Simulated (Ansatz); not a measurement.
Abridged Ansatz (a quantum-chemistry and plane-wave program) output:

```
Pseudopotential: Pt, paw, valence charge 18
Pseudopotential: S, paw, valence charge 6
Pseudopotential: P, paw, valence charge 5
Crystal: 6 atoms, lattice volume = 101.023 Å³
Basis set: ecut = 420 eV, 1969 PW (Γ), exchange–correlation on 60×48×90 points (8 copies of the dense FFT grid, shifted against one another)
Bands: 36, of which v1, the nominal top of the filled ones, is band 30 counted from 1 (29 counted from 0)
Symmetry: 2 space group operations
k-points: 315 of 1144 (time reversal used)
Functional: x = pbe(κ = 0.804, μ = 0.2195149727645171), c = pbe(β = 0.06672455060314922)
SCF iter   1: F=—  HF=-28512.576437 eV  |F-HF|=—  |Δ(HF+E_count)|=         —  Δρ=5.50e-3  dr2=2.06e-2  ethr=1.77e-3  ⟨swp⟩=7.9  Hψ=51682  notcnv=0
SCF iter   2: F=—  HF=-28512.573916 eV  |F-HF|=—  |Δ(HF+E_count)|=   2.52e-3  Δρ=2.68e-3  dr2=4.24e-3  ethr=3.49e-5  ⟨swp⟩=2.0  Hψ=20490  notcnv=0  defer=28
SCF 1 converged in 10 iterations: F = -28512.573543 eV  dr2 = 5.30e-10
SCF converged after 10 iterations
Free energy (F): -28512.573543 eV
Internal energy: -28512.563222 eV  (E = F + TS)
E sigma→0 (E₀):  -28512.568382 eV
Entropy (-TS):   -0.010321 eV (-1.720 meV/atom)
Fermi energy:    12.518503 eV
  E_disp       = -2.845961  (pairwise vdW)
--- Forces (eV/Å), atoms counted from 1 ---
  atom   1  Pt    -0.00015038     0.00000000    -0.00139896
  atom   2  Pt    -0.00142449     0.00000000     0.00073604
  atom   3  S     -0.00101464     0.00000000     0.00086022
  atom   4  P      0.00124863     0.00000000     0.00148147
  atom   5  S      0.00003890     0.00000000    -0.00240967
  atom   6  S      0.00130722     0.00000000     0.00073028
--- Stress (GPa, compression-positive) ---
        0.000316       0.000000      -0.004736
        0.000000       0.001976       0.000000
       -0.004736       0.000000      -0.014062
  P = ⅓ Tr σ = -0.0039 GPa (-0.039 kbar)
```

Q: What was computed, and what are the main results?

A: Pt2PS3, 6 atoms in the cell, with Kohn–Sham DFT with the PBE-D3(BJ) functional, run in Ansatz with PAW and 420 eV plane waves, spin-orbit coupling left out. The last SCF converged to F = -28512.573543 eV, or -4752.0956 eV per atom, at a pressure of 0.00 GPa. The total energy compares only with runs of the same code, potentials and settings.

Each cell is one ordered arrangement of few atoms, which overstates ordering effects compared with a random alloy. No phonon test of stability was made. The final runs are not spin-polarised. An odd electron count without spin: Pt2PS3. The cell was made from PtS2 by this change: x(P) = 0.25, 6 atoms, Pm.
